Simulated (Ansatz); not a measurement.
Structures of equal composition on the (111)A surface of 3C silicon carbide (Si plane on top): 2x2 C adatom at H3; 2x2 C adatom at T1; 2x2 C adatom at T4. The slabs share one bottom face, and each structure is named by its start. These are constructed structures in small cells; real faces may alloy, dewet or reconstruct in larger ones, and not all known structures of the face are among them. Slabs of about 10 Å, Fermi-Dirac smearing of 0.025 eV. Bottom of the slabs: H caps. Relaxed from the named starts with such symmetry as they have, on meshes of like density; energies extrapolated to zero smearing; spin only where a row says so; no spin-orbit coupling, no U. Brackets mark spin-polarised runs, whose order is one that fits the cell. Where a second, spin-polarised start was run, the lower counts.

Calculation: PBE (plane waves to 420 eV, PAW; Ansatz, a first-principles code).

### Question
Order them by energy per 1x1 cell (lowest first) at the level PBE.

### Answer
2x2 C adatom at H3 (0.000 eV), 2x2 C adatom at T4 (0.042 eV), 2x2 C adatom at T1 (0.949 eV)
